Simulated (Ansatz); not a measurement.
Consider AlN in the wurtzite structure (space group P6_3mc, No. 186; a = 3.1067 Å, c = 4.9785 Å).

Computed with Ansatz (a quantum-chemistry and plane-wave program) r2SCAN, scalar-relativistic without spin-orbit coupling.

One change was made to it. Results:

The band gap rises by 0.87 eV, from 4.88 eV to 5.75 eV; the density increases by 0.40 g/cm³, from 3.27 g/cm³ to 3.67 g/cm³.

Task: Which change produced these results?
A) pressure −1 GPa
B) pressure 0.9 GPa
C) pressure 30 GPa
D) pressure 4.5 GPa

Result: C, pressure 30 GPa. For comparison, the band gap in the other runs: pressure −1 GPa gives 4.84 eV; pressure 4.5 GPa gives 5.06 eV; pressure 0.9 GPa gives 4.92 eV.

Load acts through the strain it causes; cell and atoms are relaxed under it. Whether these cells are dynamically stable was not tested. Measured, AlN leaves this structure (for rock salt) near 14 GPa (temperature not stated; as listed in Datta, Sujoy, Jana, Debnarayan, arXiv (2020)), on rising pressure, with hysteresis.
